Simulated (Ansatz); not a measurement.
Reference: SnS$_{2}$ (P-3m1), PBEsol+D3BJ, rigid bands (plane waves, PAW, scalar-relativistic; Ansatz, an electronic-structure program); axes and stresses refer to this cell.

```
SnS2
1.0
    3.62597     0.00000     0.00000
   -1.81299     3.14018     0.00000
    0.00000     0.00000     5.57423
Sn S
1 2
Direct
  0.00000   0.00000   0.00000
  0.33333   0.66667   0.26440
  0.66667   0.33333   0.73560
```

electron conductivity mass: 0.34 mₑ
hole mass along z: 0.26 mₑ
Seebeck coefficient, n-type 1e19 cm⁻³: -321 μV/K

Task: Change: spin-orbit coupling switched on. What happens to electron conductivity mass, hole mass along z, Seebeck coefficient, n-type 1e19 cm⁻³?

Result: electron conductivity mass moves little, to 0.34 mₑ; hole mass along z moves little, to 0.26 mₑ; Seebeck coefficient, n-type 1e19 cm⁻³ moves little, to -322 μV/K.

Masses are for dilute carriers at 300 K, harmonic means over directions unless an axis is named. Seebeck coefficients are for the stated density at 300 K, with one relaxation time for all states and whether or not that doping can be reached. Spin-orbit coupling is left out unless a row names it. 

PBEsol with a dispersion correction tends to overbind, so the cell can be several per cent short, in bad cases over ten, which usually narrows a gap: SnS2 (P-3m1).
